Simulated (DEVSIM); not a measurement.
System: Schottky contact on n-type β-Ga2O3, at 300 K.

Layer 1 from the left is β-Ga2O3, thickness (μm) 0.590, Nd (cm⁻³) 5e15, τn (s) 5e-8, τp (s) 5e-8.

Left contact: Schottky, work function 5.66 eV, emission velocity 2.3e6 cm/s. Right contact: ohmic. Voltage is applied to the left contact. Recombination: SRH at mid-gap, radiative. Mobility is constant in doping.

Constants are typed, rounded textbook-type inputs, not results; the design itself was drawn at random and stands for no fabricated device. Values at 300 K.

β-Ga2O3: gap (eV) 4.8, affinity (eV) 4, permittivity 10, Nc (cm⁻³) 3.7e18, Nv (cm⁻³) 5e20, μn (cm²/Vs) 160, μp (cm²/Vs) 1, B (cm³/s) 1e-12.

DEVSIM, 1D drift-diffusion, Boltzmann statistics, complete ionisation; no tunnelling, impact ionisation, image-force lowering or self-heating. Metal contacts follow the ideal Schottky-Mott rule: no Fermi-level pinning, no interface dipoles.

Q: What does the simulation give for the dark forward voltage at 100 A/cm², the largest field in the device at zero bias, the dark forward voltage at 1 A/cm², the potential step across the device at zero bias?

A: dark forward voltage at 100 A/cm² 1.489 V; largest field in the device at zero bias 52000 V/cm; dark forward voltage at 1 A/cm² 1.313 V; potential step across the device at zero bias 1.489 V.
